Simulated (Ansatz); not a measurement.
PBE against PBEsol: MgO, pressure −1 GPa

Take MgO in the rock salt structure (space group Fm-3m, No. 225; a = 4.2539 Å) as the base.

(Cell as relaxed with PBE.)

Levels (all Ansatz, a first-principles code, PAW): PBE (420 eV, no spin-orbit coupling); PBEsol (420 eV, spin-orbit coupling left out).

Each level relaxes its own structure.

```json
[
 {"base": "volume per atom", "PBE": "9.62 Å³", "PBEsol": "9.35 Å³"},
 {"base": "lattice parameter a", "PBE": "4.254 Å", "PBEsol": "4.214 Å"},
 {"base": "band gap", "PBE": "4.46 eV", "PBEsol": "4.62 eV"}
]
```

Modification: a negative pressure, −1 GPa.

```json
[
 {"quantity": "lattice parameter a", "PBE": "4.263 Å", "PBEsol": "(withheld)"},
 {"quantity": "shift of the gap caused by the change", "PBE": "-0.06 eV", "PBEsol": "(withheld)"},
 {"quantity": "hole mass (degenerate bands, along [100])", "PBE": "0.38, 2.2, 2.2 mₑ (at Γ)", "PBEsol": "(withheld)"},
 {"quantity": "electron mass", "PBE": "0.33 mₑ (at Γ)", "PBEsol": "(withheld)"},
 {"quantity": "band gap", "PBE": "4.40 eV", "PBEsol": "(withheld)"}
]
```

**Question.** Given the PBE results, estimate those of PBEsol.

**Answer.** 
- lattice parameter a, PBEsol: 4.223 Å
- shift of the gap caused by the change, PBEsol: -0.06 eV
- hole mass (degenerate bands, along [100]), PBEsol: 0.38, 2.1, 2.1 mₑ (at Γ)
- electron mass, PBEsol: 0.34 mₑ (at Γ)
- band gap, PBEsol: 4.56 eV

PBE's lattice parameter a lies 0.040 Å above PBEsol's (1.0 %); PBE's band gap lies 0.16 eV below PBEsol's; the two agree on the shift of the gap caused by the change. Neither level is exact; PBEsol is the comparison here, not a measurement.

Load acts through the strain it causes; cell and atoms are relaxed under it. Masses are band curvatures over ±0.01 Å⁻¹ around the edge. Stability against distortions was not tested. The base started in Pnma and relaxed to Fm-3m at this level.
